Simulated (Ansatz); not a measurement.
## AlRu under a change: biaxial strain −1.49 %, plane normal [001], relaxed out of plane

Take AlRu in the CsCl type structure (space group Pm-3m, No. 221; a = 2.983 Å) as the base. Axes: x, y, z lie along the cube axes.

Now apply this change: biaxial strain −1.49 %, plane normal [001], relaxed out of plane (Cartesian); in-plane vectors clamped, the third vector and the atoms free.

The values are results of r2SCAN/PAW in Ansatz (a first-principles code), spin-orbit coupling left out, not measurements. k-mesh 16×16×16 (Γ-centred); smearing 0.05 eV (Fermi–Dirac).

| quantity | base | changed | shift |
|---|---|---|---|
| volume per atom | 13.27 Å³ | 13.06 Å³ | -0.21 Å³ |
| space group | Pm-3m (No. 221) | P4/mmm (No. 123) | – |
| energy relative to the base (free energy F) | 0 meV/atom | +6.8 meV/atom | +6.8 meV/atom |
| pressure (mean of the normal stresses, compression positive) | 0.0 GPa | 3.7 GPa | +3.7 GPa |
| band gap | zero | zero | – |
| out-of-plane strain (rough) | – | +1.43 % | – |
| mean in-plane stress (compression positive) (rough) | – | +5.6 GPa | – |

Without a gap, meshes like the base's 16×16×16 leave anisotropic stresses uncertain by several tenths of a GPa, and small strain energies with them. No phonon test of stability was made. All final runs are without spin polarisation.
